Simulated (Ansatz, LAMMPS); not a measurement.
Si well of 8 atomic layers along [001] in random Si0.8Ge0.2, interfaces one step of a layer. Cell 16.58 × 16.58 × 43.97 Å, Si497Ge79, 576 atoms. Prepared with Tersoff's 1989 multicomponent potential (SiCGe.tersoff) (LAMMPS): minimisation. 

Basis: localised support functions (accuracy medium) on a full density matrix. k-points: zone centre alone; occupations: Fermi-Dirac, 0.010 eV; spin polarisation not allowed. Spin-orbit coupling is left out.

**Question.** What gap and bonding does PBE, support functions at accuracy medium on the grid of 370 eV run with Ansatz (a first-principles code) give?

**Answer.** 
- Kohn-Sham gap of the cell on its k-mesh = 0.50 eV
- weight of the highest filled level on the well = 0.24
- weight of the lowest empty level on the well = 0.72
- coordination (neighbours within 2.850 Å) = 100.0 % 4-fold
- Ge-Ge bonds, mean ± spread = 2.468 ± 0.004 Å
- Ge-Si bonds, mean ± spread = 2.420 ± 0.005 Å
- Si-Si bonds, mean ± spread = 2.378 ± 0.005 Å
- bond angles, mean ± spread = 109.5° ± 0.9°
- pressure = -0.65 GPa
